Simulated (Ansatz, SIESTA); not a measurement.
# AlInSb2 (P-4m2, 4 atoms in the cell) computed with different codes at matched settings

Self-consistent single point.

```xyz
4
Lattice="4.4206 0.0000 0.0000 0.0000 4.4206 0.0000 0.0000 0.0000 6.2282" Properties=species:S:1:pos:R:3 pbc="T T T"
Al     0.0000     0.0000     0.0000
In     2.2103     2.2103     3.1141
Sb     0.0000     2.2103     1.4535
Sb     2.2103     0.0000     4.7747
```

Shared settings, as Ansatz (an electronic-structure program) writes them: kpoints.mp_grid.grid = 4 4 3; magnetization.spin_orbit = true; scf.occupations.method = fermi_dirac; scf.occupations.width = 0.02 eV. Potentials and cutoffs stand in the table.

| code | model | pressure (GPa) | largest force (eV/Å) | cutoff |
|---|---|---|---|---|
| SIESTA | GGA PBEsol with spin-orbit coupling, numerical atomic orbitals DZP, PseudoDojo PBEsol fully relativistic norm-conserving potentials (rewritten from UPF to PSML) | – | 0.106 | grid 300 Ry |
| Ansatz | PBEsol with spin-orbit coupling, PAW files made with PBE | 2.21 | 0.059 | default |

A dash marks a value that a program does not give, or that is left out as unsure.

The spread over the programs that give each value: largest force within 0.047 eV/Å.

SIESTA uses small atom-centred bases, whose incompleteness enters pressures, forces and empty levels differently from a plane-wave cutoff.

The shared mesh is coarse (it stands for a supercell whose shortest vector is 18 Å), so the values are not converged in it.

The starting cell comes from a database of computed structures (which also holds hypothetical and non-ambient phases and stackings), without a prior relaxation at this level. Its lattice was rescaled by a random factor within 2.5 % of one.

Left out of this page: Elk (with a known weakness of the program).

Keys are those of Ansatz 0.2.
